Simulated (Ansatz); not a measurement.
**What pressure 3 GPa does to SiO2**

Take SiO$_{2}$ in the rutile structure (space group P4_2/mnm, No. 136; a = 4.185 Å, c = 2.668 Å) as the base.

Perturbation: a hydrostatic pressure of 3 GPa.

The values are results of r2SCAN (Ansatz, a quantum-chemistry and plane-wave program), without spin-orbit coupling, earlier PAW set, not measurements. k-mesh 8×8×12 (Γ-centred); smearing 0.05 eV (Fermi–Dirac).

```json
[
 {"quantity": "volume per atom", "base": "7.79 Å³", "changed": "7.71 Å³", "shift": "-0.08 Å³"},
 {"quantity": "density", "base": "4.27 g/cm³", "changed": "4.31 g/cm³", "shift": "+0.04 g/cm³"},
 {"quantity": "lattice parameter a", "base": "4.185 Å", "changed": "4.168 Å", "shift": "-0.0163 Å"},
 {"quantity": "c/a ratio", "base": "0.638", "changed": "0.639", "shift": "+0.001"},
 {"quantity": "shortest interatomic distance", "base": "1.760 Å", "changed": "1.757 Å", "shift": "-0.003 Å"},
 {"quantity": "enthalpy H = E + PV relative to the base's energy", "base": "–", "changed": "+0.15 eV/atom", "shift": "–"},
 {"quantity": "band gap", "base": "6.53 eV", "changed": "6.69 eV", "shift": "+0.16 eV"},
 {"quantity": "gap character", "base": "direct at Γ", "changed": "direct at Γ", "shift": "–"},
 {"quantity": "width of the top valence band", "base": "2.71 eV", "changed": "2.74 eV", "shift": "+0.03 eV"},
 {"quantity": "electron mass", "base": "0.38 mₑ along c, 0.48 mₑ across (at Γ)", "changed": "0.38 mₑ along c, 0.49 mₑ across (at Γ)", "shift": "–"},
 {"quantity": "hole mass", "base": "1.7 mₑ along c, 1.1 mₑ across (at Γ)", "changed": "1.7 mₑ along c, 1.1 mₑ across (at Γ)", "shift": "–"},
 {"quantity": "valence-band top at Γ (three highest levels, from the VBM)", "base": "0.00, -0.88, -0.88 eV", "changed": "0.00, -0.89, -0.89 eV", "shift": "–"}
]
```

Cost of the whole job for the changed cell (relaxation, final SCF and bands): very roughly 2.2 core-minutes.

Load acts through the strain it causes; cell and atoms are relaxed under it. Effective masses come from finite differences of ±0.01 Å⁻¹. No phonon test of stability was made.
